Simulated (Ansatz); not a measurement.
Data:

```
Rh
1.0
    0.00000     1.85852     1.85852
    1.85852     0.00000     1.85852
    1.85852     1.85852     0.00000
Rh
1
Direct
  0.00000   0.00000   0.00000
```

No spin polarisation.

Method: PBE (Ansatz, an electronic-structure program, PAW, no spin-orbit coupling). k-mesh 29×29×29 (Γ-centred); smearing 0.1 eV (Fermi–Dirac).

**Question.** What is the computed band gap?

**Answer.** Zero.

**Question.** What is the computed pressure?

**Answer.** 29.5 GPa.

**Question.** Predict the space group.

**Answer.** Fm-3m (No. 225).

The cells carry an imposed strain or load. Whether these cells are dynamically stable was not tested. All final runs are without spin polarisation. The cell was made from Rh in the fcc (Cu type) structure (space group Fm-3m, No. 225) by this change: isotropic strain −3.00 %.
